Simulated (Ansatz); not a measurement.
The parent structure is Na in the bcc (W type) structure (space group Im-3m, No. 229; a = 4.173 Å; relaxed with 0.1 eV smearing).

Structures relaxed with plane-wave PAW DFT at the PBEsol level (Ansatz, an electronic-structure program, 420 eV), without spin-orbit coupling.

Base:

Simulated powder pattern, Cu Kα1, λ = 1.54056 Å (kinematic, ideal powder, no thermal factors, no anomalous dispersion; the 8 strongest lines at most, above 2 %, up to 2θ = 90°):

```csv
2θ (°),I/Imax (%),hkl
30.26,100,(110)
43.32,18,(200)
53.76,35,(211)
62.94,10,(220)
71.42,13,(310)
79.49,3.0,(222)
87.35,14,(321)
```

Modification: the cell is scaled by 1.0300 in all directions; the atoms relax in the strained cell.

Q: Predict the new powder pattern.

A: 
Simulated powder pattern, Cu Kα1, λ = 1.54056 Å (kinematic, ideal powder, no thermal factors, no anomalous dispersion; the 8 strongest lines at most, above 2 %, up to 2θ = 90°):

```json
[
 {"2θ (°)": "29.36", "I/Imax (%)": "100", "hkl": "(110)"},
 {"2θ (°)": "42.00", "I/Imax (%)": "18", "hkl": "(200)"},
 {"2θ (°)": "52.07", "I/Imax (%)": "36", "hkl": "(211)"},
 {"2θ (°)": "60.91", "I/Imax (%)": "11", "hkl": "(220)"},
 {"2θ (°)": "69.03", "I/Imax (%)": "13", "hkl": "(310)"},
 {"2θ (°)": "76.74", "I/Imax (%)": "3.1", "hkl": "(222)"},
 {"2θ (°)": "84.21", "I/Imax (%)": "14", "hkl": "(321)"}
]
```

The indices refer to the base's conventional cell; one index is shown for lines that coincide.

No phonon test of stability was made.
